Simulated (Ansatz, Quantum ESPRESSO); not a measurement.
A Quantum ESPRESSO input for a self-consistent single point of NbC (Fm-3m, 2 atoms in the cell) (DFT, PBE, plane waves, SSSP 1.1.2 efficiency (PBE) pseudopotentials):

```fortran
&control
  calculation = 'scf',
  outdir = './tmp',
  pseudo_dir = './',
  tprnfor = .true.,
  tstress = .true.,
/
&system
  ibrav = 2,
  celldm(1) = 8.447075777,
  nat = 2,
  ntyp = 2,
  ecutwfc = 50,
  ecutrho = 400,
  occupations = 'smearing',
  smearing = 'fermi-dirac',
  degauss = 0.0036749,
/
&electrons
  conv_thr = 1.0d-10,
  mixing_beta = 0.5,
/
ATOMIC_SPECIES
Nb    92.9064  Nb.pbe-spn-kjpaw_psl.0.3.0.UPF
C     12.0110  C.pbe-n-kjpaw_psl.1.0.0.UPF
ATOMIC_POSITIONS angstrom
Nb    0.000000000    0.000000000    0.000000000
C    -2.235000000    2.235000000    2.235000000
K_POINTS automatic
17 17 17  0 0 0
```

Give the Ansatz (a first-principles code) input for the same structure, mesh, smearing and functional.

This is the input that was run; spellings and numerical settings could be chosen otherwise.

Ansatz 0.2 input:
```yaml
# NbC
crystal:
  lattice:
    - [0.00000000, 2.23500000, 2.23500000]
    - [2.23500000, 0.00000000, 2.23500000]
    - [2.23500000, 2.23500000, 0.00000000]
  atoms:
    - { symbol: Nb, position: [0.00000000, 0.00000000, 0.00000000] }
    - { symbol: C, position: [0.50000000, 0.50000000, 0.50000000] }
kpoints:
  mp_grid: { grid: [17, 17, 17] }
hamiltonian:
  xc: pbe
  pseudopotentials: { kind: paw }
scf:
  occupations: { method: fermi_dirac, width: 0.05 eV }
output:
  forces: true
  eigenvalues: true
  stress: true
```

Basis settings and potentials, where a program has them, do not carry over. This input uses DFT, PBE, plane waves, default PAW files. Both were run: pressure 3.18 GPa in Quantum ESPRESSO and 2.86 in Ansatz. Ansatz's pressure is the one without its finite-basis correction.

On Quantum ESPRESSO: the starting cell has typed, rounded lattice constants, without a prior relaxation at this level. Spin polarisation is off. With a pressure of about 3 GPa the cell is away from its equilibrium volume at this level.

On Ansatz: the starting cell has typed, rounded lattice constants, without a prior relaxation at this level. Spin polarisation is off. With a pressure of about 3 GPa the cell is away from its equilibrium volume at this level.
